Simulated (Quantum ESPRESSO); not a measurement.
Worked example: self-consistent single point of Al2Cu (I4/mcm, 6 atoms in the cell) in Quantum ESPRESSO.

Level of theory: LDA (PZ), PSlibrary ultrasoft (LDA) pseudopotentials (plane waves; Quantum ESPRESSO).

```
Al2Cu
1.0
   -2.93382     2.93382     2.34081
    2.93382    -2.93382     2.34081
    2.93382     2.93382    -2.34081
Al Cu
4 2
Direct
  0.84139   0.65861   0.50000
  0.15861   0.34139   0.50000
  0.65861   0.15861   0.81722
  0.34139   0.84139   0.18278
  0.25000   0.25000   0.00000
  0.75000   0.75000   0.00000
```

Reference input (self-consistent single point, DFT, PBE, plane waves, PSlibrary ultrasoft (PBE) pseudopotentials): ecutwfc = 50 Ry; ecutrho = 300 Ry; occupations = smearing; smearing = gauss; degauss = 0.0147 Ry; potentials = {Al: Al.pbe-n-rrkjus_psl.1.0.0.UPF, Cu: Cu.pbe-dn-rrkjus_psl.1.0.0.UPF}; K_POINTS = automatic 7 7 7 0 0 0; conv_thr = 1e-09 Ry. This run's input differs from it in these lines:

```diff
@@ -12,4 +12,4 @@
    ntyp = 2
-   ecutwfc = 50
-   ecutrho = 300
+   ecutwfc = 55
+   ecutrho = 330
    occupations = 'smearing'
@@ -22,4 +22,4 @@
 ATOMIC_SPECIES
-Al    26.9815  Al.pbe-n-rrkjus_psl.1.0.0.UPF
-Cu    63.5460  Cu.pbe-dn-rrkjus_psl.1.0.0.UPF
+Al    26.9815  Al.pz-n-rrkjus_psl.1.0.0.UPF
+Cu    63.5460  Cu.pz-dn-rrkjus_psl.1.0.0.UPF
 ATOMIC_POSITIONS {crystal}
```

Output (repeated stretches shortened):

```
     Self-consistent Calculation

     iteration #  1     ecut=    55.00 Ry     beta= 0.70

     total energy              =    -264.85895989 Ry
     estimated scf accuracy    <       0.43518783 Ry

     iteration #  2     ecut=    55.00 Ry     beta= 0.70

     total energy              =    -264.88481368 Ry
     estimated scf accuracy    <       2.14531188 Ry

     iteration #  3     ecut=    55.00 Ry     beta= 0.70

     total energy              =    -265.14099052 Ry
     estimated scf accuracy    <       0.02669802 Ry

   [... 7 blocks of this kind left out ...]

     iteration # 11     ecut=    55.00 Ry     beta= 0.70

     total energy              =    -265.15716207 Ry
     estimated scf accuracy    <          2.3E-09 Ry

     iteration # 12     ecut=    55.00 Ry     beta= 0.70
     End of self-consistent calculation

     the Fermi energy is    10.3708 ev

!    total energy              =    -265.15716207 Ry
     estimated scf accuracy    <          9.0E-10 Ry
     smearing contrib. (-TS)   =      -0.00217070 Ry
     internal energy E=F+TS    =    -265.15499137 Ry

     convergence has been achieved in  12 iterations

     Forces acting on atoms (cartesian axes, Ry/au):

     atom    1 type  1   force =    -0.00079406    0.00079406   -0.00000000
     atom    2 type  1   force =     0.00079406   -0.00079406    0.00000000
     atom    3 type  1   force =    -0.00079406   -0.00079406   -0.00000000
     atom    4 type  1   force =     0.00079406    0.00079406   -0.00000000
     atom    5 type  2   force =     0.00000000    0.00000000    0.00000000
     atom    6 type  2   force =     0.00000000    0.00000000    0.00000000

     Total force =     0.002246     Total SCF correction =     0.000010

          total   stress  (Ry/bohr**3)                   (kbar)     P=       55.41
   0.00031426   0.00000000   0.00000000           46.23        0.00        0.00
   0.00000000   0.00031426   0.00000000            0.00       46.23        0.00
  -0.00000000  -0.00000000   0.00050139           -0.00       -0.00       73.76

   JOB DONE.
```

The run converged in 12 iterations. Against the reference run the pressure goes from 12.88 to 5.54 GPa and the largest force goes from 0.140 to 0.029 eV/Å. The full log also holds: “c_bands:  1 eigenvalues not converged”.

The starting cell comes from a database of computed structures (which also holds hypothetical and non-ambient phases and stackings), without a prior relaxation at this level. Its lattice was rescaled by a random factor within 2.5 % of one. Spin polarisation is off. With a pressure of about 6 GPa the cell is away from its equilibrium volume at this level.

Cost on one core of a shared machine: roughly 2 min.
